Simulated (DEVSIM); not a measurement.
System: illuminated Si n-on-p cell, one wavelength, at 300 K.

```
layer (left to right)  material  thickness (μm)  Nd (cm⁻³)  Na (cm⁻³)  τn (s)  τp (s)  absorption coefficient (cm⁻¹)
---------------------  --------  --------------  ---------  ---------  ------  ------  -----------------------------
1                            Si           0.150     5.3e17          -  1.1e-7  3.7e-7                            650
2                            Si            47.0          -       1e17  9.7e-7  9.7e-7                            650
```

Left contact: ohmic, minority hole recombination velocity 1e6 cm/s. Right contact: ohmic, minority electron recombination velocity 6e6 cm/s. Voltage is applied to the left contact. Recombination: SRH at mid-gap, radiative, Auger. Gap narrowing is on: ΔEg = 6.92 meV × (l + √(l² + 0.5)), l = ln(N/1.3e17 cm⁻³), shared equally by both band edges. Light enters at the left, 1.5e17 photons cm⁻² s⁻¹, one pass, no reflection. Mobility is μmin + (μ − μmin)/(1 + (N/Nref)^α).

The device is made up for the run: typed textbook-type constants, with dimensions and the other settings drawn at random. Values at 300 K.

| parameter | Si |
|---|---|
| gap (eV) | 1.124 |
| affinity (eV) | 4.05 |
| permittivity | 11.7 |
| Nc (cm⁻³) | 2.86e19 |
| Nv (cm⁻³) | 3.1e19 |
| μn (cm²/Vs) | 1417 |
| μp (cm²/Vs) | 470 |
| μn,min | 52 |
| μp,min | 45 |
| Nref,n | 9.7e16 |
| Nref,p | 2.2e17 |
| αn | 0.68 |
| αp | 0.72 |
| B (cm³/s) | 4.7e-15 |
| Cn (cm⁶/s) | 2.8e-31 |
| Cp (cm⁶/s) | 9.9e-32 |

DEVSIM, 1D drift-diffusion, Boltzmann statistics, complete ionisation; no tunnelling, impact ionisation, image-force lowering or self-heating.

Task: Tabulate band edges, carrier densities and field at zero bias, in the dark.

Result: Energies count from the Fermi level of the right contact; mesh points crowd at the junctions.

```json
[
 {"x (μm)": "0.000", "Ec (eV)": "0.103", "Ev (eV)": "-1.000", "n (cm⁻³)": "5.3e17", "p (cm⁻³)": "490", "field (V/cm)": "≈ 0"},
 {"x (μm)": "0.02295", "Ec (eV)": "0.103", "Ev (eV)": "-1.000", "n (cm⁻³)": "5.3e17", "p (cm⁻³)": "490", "field (V/cm)": "≈ 0"},
 {"x (μm)": "0.06321", "Ec (eV)": "0.103", "Ev (eV)": "-1.000", "n (cm⁻³)": "5.3e17", "p (cm⁻³)": "490", "field (V/cm)": "≈ 0"},
 {"x (μm)": "0.1083", "Ec (eV)": "0.103", "Ev (eV)": "-1.000", "n (cm⁻³)": "5.3e17", "p (cm⁻³)": "490", "field (V/cm)": "440"},
 {"x (μm)": "0.1468", "Ec (eV)": "0.216", "Ev (eV)": "-0.888", "n (cm⁻³)": "6.8e15", "p (cm⁻³)": "38000", "field (V/cm)": "120000"},
 {"x (μm)": "0.1685", "Ec (eV)": "0.508", "Ev (eV)": "-0.612", "n (cm⁻³)": "8.2e10", "p (cm⁻³)": "1.6e9", "field (V/cm)": "120000"},
 {"x (μm)": "0.2146", "Ec (eV)": "0.881", "Ev (eV)": "-0.240", "n (cm⁻³)": "46000", "p (cm⁻³)": "2.9e15", "field (V/cm)": "45000"},
 {"x (μm)": "0.3715", "Ec (eV)": "0.972", "Ev (eV)": "-0.148", "n (cm⁻³)": "1300", "p (cm⁻³)": "1.0e17", "field (V/cm)": "≈ 0"},
 {"x (μm)": "0.6376", "Ec (eV)": "0.972", "Ev (eV)": "-0.148", "n (cm⁻³)": "1300", "p (cm⁻³)": "1.0e17", "field (V/cm)": "≈ 0"},
 {"x (μm)": "1.192", "Ec (eV)": "0.972", "Ev (eV)": "-0.148", "n (cm⁻³)": "1300", "p (cm⁻³)": "1.0e17", "field (V/cm)": "≈ 0"},
 {"x (μm)": "2.439", "Ec (eV)": "0.972", "Ev (eV)": "-0.148", "n (cm⁻³)": "1300", "p (cm⁻³)": "1.0e17", "field (V/cm)": "≈ 0"},
 {"x (μm)": "6.282", "Ec (eV)": "0.972", "Ev (eV)": "-0.148", "n (cm⁻³)": "1300", "p (cm⁻³)": "1.0e17", "field (V/cm)": "≈ 0"},
 {"x (μm)": "13.48", "Ec (eV)": "0.972", "Ev (eV)": "-0.148", "n (cm⁻³)": "1300", "p (cm⁻³)": "1.0e17", "field (V/cm)": "≈ 0"},
 {"x (μm)": "27.19", "Ec (eV)": "0.972", "Ev (eV)": "-0.148", "n (cm⁻³)": "1300", "p (cm⁻³)": "1.0e17", "field (V/cm)": "≈ 0"},
 {"x (μm)": "39.66", "Ec (eV)": "0.972", "Ev (eV)": "-0.148", "n (cm⁻³)": "1300", "p (cm⁻³)": "1.0e17", "field (V/cm)": "≈ 0"},
 {"x (μm)": "43.71", "Ec (eV)": "0.972", "Ev (eV)": "-0.148", "n (cm⁻³)": "1300", "p (cm⁻³)": "1.0e17", "field (V/cm)": "≈ 0"},
 {"x (μm)": "45.51", "Ec (eV)": "0.972", "Ev (eV)": "-0.148", "n (cm⁻³)": "1300", "p (cm⁻³)": "1.0e17", "field (V/cm)": "≈ 0"},
 {"x (μm)": "46.38", "Ec (eV)": "0.972", "Ev (eV)": "-0.148", "n (cm⁻³)": "1300", "p (cm⁻³)": "1.0e17", "field (V/cm)": "≈ 0"},
 {"x (μm)": "46.89", "Ec (eV)": "0.972", "Ev (eV)": "-0.148", "n (cm⁻³)": "1300", "p (cm⁻³)": "1.0e17", "field (V/cm)": "≈ 0"},
 {"x (μm)": "47.04", "Ec (eV)": "0.972", "Ev (eV)": "-0.148", "n (cm⁻³)": "1300", "p (cm⁻³)": "1.0e17", "field (V/cm)": "≈ 0"},
 {"x (μm)": "47.11", "Ec (eV)": "0.972", "Ev (eV)": "-0.148", "n (cm⁻³)": "1300", "p (cm⁻³)": "1.0e17", "field (V/cm)": "≈ 0"},
 {"x (μm)": "47.15", "Ec (eV)": "0.972", "Ev (eV)": "-0.148", "n (cm⁻³)": "1300", "p (cm⁻³)": "1.0e17", "field (V/cm)": "≈ 0"}
]
```
